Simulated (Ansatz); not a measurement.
Ansatz (an electronic-structure program), DFT, PBE, plane waves, its default PAW files: Cu(100) slab of 8 layers, 1x1, atoms displaced (Cu8), unrelaxed, 8 atoms. Basis and mesh were picked for this test and aren't claimed converged.

```json
{
  "cell": "2.56, 2.56, 22.65 Å; 90, 90, 90°",
  "distance_to_the_nearest_atom": "2.49 to 2.54 Å",
  "task": "single point",
  "k mesh": "10×10×1",
  "hamiltonian.xc": "pbe",
  "kind_of_files": "paw",
  "scf.occupations.method": "gaussian",
  "scf.occupations.width": "0.1 eV",
  "scf.initial_density.chi_scale": "0.1",
  "output.forces": "true",
  "binding of workers (--pin)": "off",
  "k-point pools (--kpoint-pools)": "1",
  "memory maximum (--max-ram)": "8GiB",
  "accuracy": "medium (default)",
  "basis.precision": "auto (default)",
  "basis.xc_grid": "2 (default)",
  "scf.eigensolver.kind": "auto (default)",
  "scf.convergence.dr2_threshold": "1e-07 (default)",
  "scf.lower_state_search": "light (default)",
  "k-points after symmetry": "52",
  "bands_at_the_start": "85",
  "electrons": "152",
  "plane waves at Γ": "2911",
  "cutoff (eV)": "420",
  "FFT grid": "18×18×160",
  "symmetry_operations": "1"
}
```

Settings of this run: scf.mixing.algorithm = auto, scf.mixing.preconditioner = kerker, scf.algorithm = auto; 4 threads.

```
iteration  dr2 (eV)     Hψ
---------  --------  -----
1            3.73e1  16022
2            9.06e0  11984
3            2.96e0   9586
4            1.19e0   6536
5           7.85e-1   6679
6           2.53e-1   7194
7           2.33e-1   4340
8           1.18e-1   4312
9           4.93e-2   5481
10          2.78e-2   5289
11          2.47e-2   5888
12          2.07e-2   6167
13          2.80e-2   6471
14          1.27e-2   6121
15          8.99e-3   5786
16          8.93e-3   5091
17          8.29e-3   4927
18          4.14e-3   6189
19          1.79e-3   6455
20          9.48e-4   5992
21          4.27e-4   6584
22          2.33e-4   6392
23          1.45e-4   6590
24          9.87e-5   6625
25          1.91e-5   6755
26          1.07e-5   6542
27          1.78e-5   6937
28          8.96e-6   6590
29          1.94e-6   6234
30          1.92e-6   5822
31          9.70e-7   4952
32          2.76e-7   5354
33          2.33e-7   5328
34          5.11e-8  16440
```

It converged after 34 SCF iterations.

Task: The cycle is slow. Which setting should be changed?

Result: Several could match; the one computed here: scf.mixing.preconditioner = auto (default) (14 SCF iterations) or scf.mixing.preconditioner = ldos (14 SCF iterations), all else kept. The other changes of this size gave: scf.mixing.preconditioner = none (24); scf.mixing.preconditioner = local_kerker (25); scf.mixing.preconditioner = kerker_dos (33); scf.mixing.algorithm = broyden (40). With more settings changed, the fewest of all runs of this system: scf.mixing.preconditioner = auto (default), scf.algorithm = direct_min (10). In that run the program took: scf.mixing.algorithm MSR1, scf.mixing.preconditioner LDOS, scf.eigensolver.kind band_cg, --slots 4. The first change moves the result by: energy under 0.001 meV/atom, forces (largest component) 0.061 meV/Å. Counts are of single runs.

Keys are those of Ansatz 0.2.
